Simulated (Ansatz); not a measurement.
Reference: GaAs (F-43m), r2SCAN with spin-orbit coupling, rigid bands (plane waves, PAW; Ansatz, a quantum-chemistry and plane-wave program); axes and stresses refer to this cell.

```
CELL_PARAMETERS angstrom
      0.00000     2.83321     2.83321
      2.83321     0.00000     2.83321
      2.83321     2.83321     0.00000
ATOMIC_POSITIONS crystal
  Ga 0.00000 0.00000 0.00000
  As 0.25000 0.25000 0.25000
```

* **Seebeck coefficient, n-type 1e19 cm⁻³**: -44 μV/K
* **hole conductivity mass**: 0.40 mₑ
* **band gap**: 0.86 eV

Task: Change: uniaxial stress along [110] of -1 GPa (compression positive). What happens to Seebeck coefficient, n-type 1e19 cm⁻³, hole conductivity mass, band gap?

Result: Seebeck coefficient, n-type 1e19 cm⁻³ moves little, to -44 μV/K; hole conductivity mass falls to 0.39 mₑ; band gap drops to 0.80 eV.

Masses are for dilute carriers at 300 K, harmonic means over directions unless an axis is named. Seebeck coefficients are for the stated density at 300 K, with one relaxation time for all states and whether or not that doping can be reached. Stresses and pressures are the targets of the relaxation.  The structure type is held under load, also where the real crystal would transform.
